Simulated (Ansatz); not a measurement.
Band structure of SnS (F-43m, 2 atoms in the cell).

```
SnS
1.0
    0.00000     3.26514     3.26514
    3.26514     0.00000     3.26514
    3.26514     3.26514     0.00000
Sn S
1 1
Direct
  0.00000   0.00000   0.00000
  0.75000   0.75000   0.75000
```

Method: PBEsol, PAW files made with PBE (plane waves; Ansatz, an electronic-structure program).

Settings: basis.ecutwfc = 420 eV; kpoints.mp_grid.grid = 5 5 5; hamiltonian.xc = pbesol; hamiltonian.pseudopotentials = {kind: paw} (the program's default PAW files); scf.occupations.method = gaussian; scf.occupations.width = 0.1 eV; kpoints.band_path.npoints = 8.

The starting cell comes from a database of computed structures (which also holds hypothetical and non-ambient phases and stackings), without a prior relaxation at this level.

Task: Predict the gap along the standard path and the places of the band edges.

Result: The gap along the path is 0.09 eV, from W to X; the smallest direct gap on it is 0.68 eV.

Levels in eV from the top of the valence band on the path, bands 7 to 13:
```json
[
 {"point": "Γ", "7": "-5.03", "8": "-2.38", "9": "-2.38", "10": "-2.38", "11": "1.76", "12": "1.76", "13": "1.76"},
 {"point": "X", "7": "-7.36", "8": "-3.54", "9": "-3.54", "10": "-0.59", "11": "0.09", "12": "4.43", "13": "4.43"},
 {"point": "W", "7": "-7.32", "8": "-3.84", "9": "-3.76", "10": "0.00", "11": "1.92", "12": "2.06", "13": "4.22"},
 {"point": "K", "7": "-7.30", "8": "-4.00", "9": "-3.34", "10": "-0.46", "11": "1.25", "12": "3.51", "13": "3.78"},
 {"point": "L", "7": "-7.09", "8": "-2.86", "9": "-2.86", "10": "-2.08", "11": "2.45", "12": "2.45", "13": "3.13"},
 {"point": "U", "7": "-7.30", "8": "-4.00", "9": "-3.34", "10": "-0.46", "11": "1.25", "12": "3.51", "13": "3.78"}
]
```

Keys are those of Ansatz 0.2.
